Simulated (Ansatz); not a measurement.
System: cubic perovskite SrVO3. Method: PBEsol (Ansatz, an electronic-structure program, PAW).

Run with plane-wave cutoff 520 eV, 18×18×18 k mesh, Fermi–Dirac smearing 0.043 eV (set by the program), no spin polarisation, scalar-relativistic PAW data made under PBE.

Computed at the level's own relaxed cell.

```
CELL_PARAMETERS angstrom
      3.80965     0.00000     0.00000
      0.00000     3.80965     0.00000
      0.00000     0.00000     3.80965
ATOMIC_POSITIONS crystal
  Sr 0.00000 0.00000 0.00000
  V  0.50000 0.50000 0.50000
  O  0.50000 0.00000 0.50000
  O  0.00000 0.50000 0.50000
  O  0.50000 0.50000 0.00000
```

### Question
Give the elastic tensor (Voigt notation, GPa, ions relaxed, in the Cartesian axes of the cell as printed).

### Answer

```
  349.5   125.3   125.3     0.0     0.0     0.0
  125.3   349.5   125.3     0.0     0.0     0.0
  125.3   125.3   349.5     0.0     0.0     0.0
    0.0     0.0     0.0   121.2     0.0     0.0
    0.0     0.0     0.0     0.0   121.2     0.0
    0.0     0.0     0.0     0.0     0.0   121.2
```

The computed numbers hold no vibrational or temperature effects.
